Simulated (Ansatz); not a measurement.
Given:

```xyz
1
Lattice="0.0000 1.7428 1.7428 1.7300 0.0000 1.7428 1.7300 1.7428 0.0000" Properties=species:S:1:pos:R:3 pbc="T T T"
Ni     0.0000     0.0000     0.0000
```

Spin-polarised, with starting moments of sign Ni+.

Calculations: r2SCAN (Ansatz, a first-principles code, PAW, spin-orbit coupling left out). Γ-centred 32×32×32 mesh, Fermi–Dirac width 0.1 eV.

**Question.** Predict the largest site moment, band gap and space group.

**Answer.** The largest site moment is 0.79 μB and the band gap is zero. The space group is I4/mmm (No. 139).

Other magnetic orders, which the real material may have, were not ruled out. Load acts through the strain it causes; cell and atoms are relaxed under it. Beyond what the load breaks, stability against distortions was not tested. The cell was made from Ni in the fcc (Cu type) structure (space group Fm-3m, No. 225; ferromagnetic) by this change: uniaxial stress, 1 GPa compression along x.
